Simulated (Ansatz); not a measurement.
Start from Cs2SnI6 (space group Fm-3m, No. 225; a = 11.5502 Å). Axes: x, y, z lie along the cube axes.

All numbers come from Ansatz (a program for electronic structure), PBEsol, PAW, cutoff 420 eV, no spin-orbit coupling.

Base values:

| Item | Value |
|---|---|
| Pressure | 0.0 GPa |
| Volume per atom | 42.80 Å³ |

Now apply this change: biaxial strain −3.75 %, plane normal [111], relaxed out of plane (Cartesian); in-plane vectors clamped, the third vector and the atoms free.

**Question.** Estimate the effect on the energy relative to the base, pressure and volume per atom.

**Answer.** The energy increases by 12 meV/atom; the pressure (mean of the normal stresses, compression positive) goes from zero to 0.9 GPa; the volume per atom drops by 2.31 Å³ (42.80 Å³ → 40.49 Å³).

Stability against distortions was not tested. All final runs are without spin polarisation.
